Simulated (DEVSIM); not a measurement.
**illuminated InP p-on-n cell, one wavelength**

Structure: illuminated InP p-on-n cell, one wavelength, at 400 K.

```csv
layer (left to right),material,thickness (μm),Nd (cm⁻³),Na (cm⁻³),τn (s),τp (s),absorption coefficient (cm⁻¹)
1,InP,0.320,-,6.2e17,2.6e-10,2.6e-11,48000
2,InP,2.60,1.1e17,-,6.3e-10,6.3e-10,48000
```

Left contact: ohmic, minority electron recombination velocity 6000 cm/s. Right contact: ohmic, minority hole recombination velocity 30000 cm/s. Voltage is applied to the left contact. Recombination: SRH at mid-gap, radiative, Auger. Light enters at the left, 1.9e17 photons cm⁻² s⁻¹, one pass, no reflection. Mobility is μmin + (μ − μmin)/(1 + (N/Nref)^α).

Constants are typed, rounded textbook-type inputs, not results; the design itself was drawn at random and stands for no fabricated device. Values at 300 K; Nc and Nv go as T^1.5, mobilities as T to minus their exponent, the gap by Varshni's rule with the affinity fixed.

```
parameter              InP
----------------  --------
gap (eV)             1.344
affinity (eV)         4.38
permittivity          12.5
Nc (cm⁻³)           5.7e17
Nv (cm⁻³)           1.1e19
μn (cm²/Vs)           5200
μp (cm²/Vs)            170
μn,min                 400
μp,min                  10
Nref,n                3e17
Nref,p              4.9e17
αn                    0.47
αp                    0.62
T exponent of μn         2
T exponent of μp         2
B (cm³/s)          1.2e-10
Cn (cm⁶/s)           9e-31
Cp (cm⁶/s)           9e-31
Varshni α (eV/K)  0.000363
Varshni β (K)          162
```

DEVSIM, 1D drift-diffusion, Boltzmann statistics, complete ionisation; no tunnelling, impact ionisation, image-force lowering or self-heating.

| Property | Value |
|---|---|
| Potential step across the device at zero bias | 1.126 V |
| Largest field in the device at zero bias | 170000 V/cm |
| Dark forward voltage at 1 A/cm² | 0.789 V |
| Dark forward voltage at 100 A/cm² | 0.972 V |
| Short-circuit current | 28.3 mA/cm² |
| Open-circuit voltage | 0.607 V |
| Fill factor | 0.69 |
| Largest power | 11.8 mW/cm² |
| Share of generated pairs collected at short circuit | 0.930 |

Dark forward current:

```
V (V)  J (A/cm²)
-----  ---------
0.05      2.9e-6
0.10      8.6e-6
0.15      2.0e-5
0.20      4.6e-5
0.30     0.00021
0.35     0.00046
0.40      0.0010
0.45      0.0022
0.50      0.0048
0.55       0.011
0.65       0.060
0.70        0.15
0.75        0.42
0.80         1.3
0.85         4.3
0.90          15
1.00         200
1.05         640
1.10        1700
1.15        3600
```

Current under light (generator sign):

```
V (V)  J (mA/cm²)
-----  ----------
0.00         28.3
0.08         28.3
0.18         28.2
0.26         28.1
0.36         27.6
0.46         25.5
0.48         24.6
0.50         23.2
0.52         21.4
0.54         18.9
0.56         15.3
0.58         10.3
0.60         3.12
0.62        -7.10
```
